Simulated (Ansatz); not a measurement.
The starting structures come from a database of crystals and need not be the phases stable at ambient conditions.

Where the default PAW files enter, the runs use the earlier of Ansatz's two default sets.

By PBEsol, the system below comes out a metal.

Given:

```
CELL_PARAMETERS angstrom
      2.52963     0.00000     0.00000
     -1.26481     2.19072     0.00000
      1.26481     0.73024     2.12739
ATOMIC_POSITIONS crystal
  Cu 0.00000 0.00000 0.00000
```

Space group of this cell: R-3m. The cell is strained (lengths along the current scaled by 1.03, ions clamped); by PBEsol its mean pressure is -6.2 GPa.

The current flows along the normal of the first two printed cell vectors, the (111) (indices of the unstrained crystal) plane of the conventional cell. No spin-orbit coupling; the value is a mean over 0.1 eV about the Fermi level.

**Question.** Estimate the ballistic conductance per area that PBEsol (Ansatz, a first-principles code) returns for this system.

**Answer.** 1.1 × 10¹⁵ S/m² for both spins.
